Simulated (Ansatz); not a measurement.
**A computed series for Hf: response to strain**

The reference is Hf in the hcp (Mg type) structure (space group P6_3/mmc, No. 194; a = 3.158 Å, c = 5.004 Å; relaxed with 0.1 eV smearing). Axes: x lies along a and z along c of the hexagonal cell.

Strains are applied to the cell and any free atomic positions relax.

The values are results of PBEsol (Ansatz, a first-principles code), no spin-orbit coupling, not measurements.

Notes on the quantities. energy relative to the base: free energy F.

```tsv
uniaxial strain ε_zz (%)	energy relative to the base (meV/atom)
0	0.0
0.5	0.3
1	?
1.5	3.0
2	5.3
2.5	8.2
3	11.7
```

Question: Fit ΔE = Aε² + Bε³ (ε in %) to the rows shown and predict the withheld row.

Answer: Least squares on the printed values gives A = 1.37 and B = -0.023 meV/atom (largest residual 0.0 meV/atom); this predicts 1.3 meV/atom, and the run gives 1.4 meV/atom, in agreement.

Stability against distortions was not tested. All final runs are without spin polarisation.
